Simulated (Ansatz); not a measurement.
SrCl2: isotropic strain −1.50 %

Consider SrCl2 in the fluorite structure (space group Fm-3m, No. 225; a = 6.908 Å).

One thing is altered: the cell is scaled by 0.9850 in all directions, atoms relaxed at fixed cell.

Computed with PBEsol (Ansatz, a program for electronic structure), no spin-orbit coupling. Γ-centred 8×8×8 mesh, Fermi–Dirac width 0.05 eV.

```csv
quantity,base,changed,shift
volume per atom,27.47 Å³,26.25 Å³,-1.22 Å³
space group,Fm-3m (No. 225),Fm-3m (No. 225),–
shortest interatomic distance,2.991 Å,2.946 Å,-0.045 Å
energy relative to the base (free energy F),0 meV/atom,+7.0 meV/atom,+7.0 meV/atom
pressure,0.00 GPa,1.92 GPa,+1.92 GPa
band gap,5.25 eV,5.30 eV,+0.05 eV
gap character,"indirect, X → Γ",direct at X,–
width of the top valence band,1.10 eV,1.17 eV,+0.062 eV
electron mass,0.37 mₑ (at Γ),"0.94 mₑ along k, 0.60 mₑ across (at X)",–
```

Final structure:

```
CELL_PARAMETERS angstrom
      0.00000     3.40211     3.40211
      3.40211     0.00000     3.40211
      3.40211     3.40211     0.00000
ATOMIC_POSITIONS crystal
  Sr 0.00000 0.00000 0.00000
  Cl 0.25000 0.25000 0.25000
  Cl 0.75000 0.75000 0.75000
```

Cost of the whole job for the changed cell (relaxation, final SCF and bands): very roughly 6 core-seconds.

Masses are band curvatures over ±0.01 Å⁻¹ around the edge. Along k means along the line from Γ to the band edge. No phonon test of stability was made.
